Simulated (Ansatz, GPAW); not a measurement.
A GPAW input for a self-consistent single point of Lu (P6_3/mmc, 4 atoms in the cell) (DFT PBE, plane waves, GPAW PAW datasets PBE (gpaw-data 1.0.1)):

```python
from ase import Atoms
from ase.units import GPa
from gpaw import GPAW, PW

atoms = Atoms(['Lu', 'Lu', 'Lu', 'Lu'],
              cell=[[3.356042, 0.000000, 0.000000],
                    [-1.678022, 2.906417, 0.000000],
                    [0.000000, 0.000000, 10.798088]],
              scaled_positions=[[0.000000, 0.000000, 0.000000],
                                [0.000000, 0.000000, 0.500000],
                                [0.333333, 0.666667, 0.250000],
                                [0.666667, 0.333333, 0.750000]],
              pbc=True)

calc = GPAW(mode=PW(800),
            xc='PBE',
            kpts={'size': (8, 8, 2), 'gamma': True},
            occupations={'name': 'methfessel-paxton', 'width': 0.1, 'order': 0},
            nbands=-12,
            convergence={'forces': 0.001},
            symmetry={'symmorphic': False, 'tolerance': 0.0005},
            maxiter=150)

atoms.calc = calc

energy = atoms.get_potential_energy()
print('Energy (eV):', round(energy, 6))
forces = atoms.get_forces()
print('Forces (eV/Ang):')
print(forces.round(5))
stress = atoms.get_stress()
print('Stress (GPa, Voigt):', (stress / GPa).round(4))
```

Problem. Write the same calculation as an input for Ansatz (an electronic-structure program).

Solution. One input that does it (others would too):

Ansatz 0.2 input:
```yaml
crystal:
  lattice:
    - [3.356042, 0.000000, 0.000000]
    - [-1.678022, 2.906417, 0.000000]
    - [0.000000, 0.000000, 10.798088]
  atoms:
    - { symbol: Lu, position: [0.000000, 0.000000, 0.000000] }
    - { symbol: Lu, position: [0.000000, 0.000000, 0.500000] }
    - { symbol: Lu, position: [0.333333, 0.666667, 0.250000] }
    - { symbol: Lu, position: [0.666667, 0.333333, 0.750000] }
kpoints:
  mp_grid: { grid: [8, 8, 2] }
hamiltonian:
  xc: pbe
  pseudopotentials: { kind: paw }
scf:
  occupations: { method: gaussian, width: 0.1 }
output:
  forces: true
  eigenvalues: true
  stress: true
```

Basis, cutoffs, solver keys and any potentials are the target program's own. This input uses DFT, PBE, plane waves, default PAW files. Both were run: pressure 4.63 GPa in GPAW and 4.47 in Ansatz. Ansatz's pressure is the one without its finite-basis correction.

On GPAW: the starting cell was generated: these elements placed on a structure prototype, without a prior relaxation; it need not be a known phase or ordering of this composition. Its lattice was rescaled by a random factor within 2.5 % of one. For this run, on top of that: lattice scaled by 0.98. With a pressure of about 5 GPa the cell is away from its equilibrium volume at this level.

On Ansatz: the starting cell was generated: these elements placed on a structure prototype, without a prior relaxation; it need not be a known phase or ordering of this composition. Its lattice was rescaled by a random factor within 2.5 % of one. For this run, on top of that: lattice scaled by 0.98. With a pressure of about 5 GPa the cell is away from its equilibrium volume at this level.
